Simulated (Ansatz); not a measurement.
**TiB2: energy against volume**

TiB2 (AlB2 type, P6/mmm, 8.175 Å³/atom and stress up to 0.01 GPa in the relaxed cell, c along z) under hydrostatic pressure, with the cell free. LDA in Ansatz, a plane-wave DFT program (PAW, default set), 420 eV, 13×13×10 Γ-centred mesh, Fermi-Dirac smearing 0.05 eV; ions are relaxed, or left where forces stay under 0.02 eV/Å, within the symmetry of each cell.

Here V stands for volume and E for E less E0.

```
volume (Å³/atom)  E less E0 (meV/atom)  pressure (GPa)
----------------  --------------------  --------------
8.2354                            0.38           -1.99
8.2051                            0.09           -0.99
8.1755                            0.00            0.00
8.1493                            0.07            0.89
8.1148                            0.39            2.09
8.0475                            1.76            4.50
7.9286                            6.75            9.00
7.7823                           17.65           15.00
7.4649                               ?               ?
```

The 8 complete rows are fitted with the third-order Birch-Murnaghan form, a cubic in V^(-2/3), E against V. With u = V^(-2/3) - 0.2484, the rows have u = -0.0031870, -0.0025837, -0.0019907, -0.0014628, -0.0007634, 0.0006153, 0.0030987, 0.0062408. Least squares gives E = 1.027 + 1037.7·u + 261392·u² - 137002·u³. Residuals (row less fit): 0.001, -0.003, 0.002, 0.001, 0.003, -0.004, 0.002, 0.000; standard error 0.003 (degrees of freedom: 4). Its minimum lies at u = -0.0019819, so V0 = (0.2464181)^(-3/2) = 8.175. There d²E/du² = 524400 and d³E/du³ = -822000, so B0 = (4/9) × 8.175^(-7/3) × 524400 × 0.160218 = 277 GPa (the last factor turns the table's units into GPa), and B0' = 4 + (2/3) × 0.2464181 × (-822000)/524400 = 3.7. B0' rests on the cubic coefficient alone and has a standard error of 0.1 from these residuals.

### Question
Predict the withheld E at V = 7.4649 from the fit, and compare with the calculation.

### Answer
u = 0.0134087, so E = 1.027 + 1037.7 × 0.0134087 + 261392 × 0.0134087² - 137002 × 0.0134087³ = 61.607 meV/atom. The calculation gives 61.71 meV/atom, 0.103 meV/atom above the prediction (0.2 % of the range of E in the table). The row lies outside the fitted rows, so this is an extrapolation. The scatter of the fitted rows lies at the last printed digit.

In a metal these values are sensitive to mesh and smearing; energies are taken to zero smearing, stresses follow the free energy. The runs aren't spin-polarised. Other structures, which can take over under pressure, weren't tried. The same form fitted to the pressure column gives B0' = 3.9; series where the two differ by over 0.4 aren't shown. Rows are the converged runs of the series near zero and its far end, less any whose ions stayed unrelaxed beside relaxed ones; series whose fitted rows scatter by over a few per cent of the range, as at a crossing or softening among them, aren't shown in this form.
